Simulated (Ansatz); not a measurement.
Start from Au in the fcc (Cu type) structure (space group Fm-3m, No. 225; a = 4.083 Å).

Method: PBEsol (Ansatz, a quantum-chemistry and plane-wave program), spin-orbit coupling left out.

Base values:

The lattice parameter a is 4.083 Å.

One thing is altered: full substitution Au → Cu, then cell and atoms are relaxed.

Predict the new lattice parameter a.

The lattice parameter a falls by 0.5197 Å to 3.564 Å.

Whether these cells are dynamically stable was not tested. All final runs are without spin polarisation.
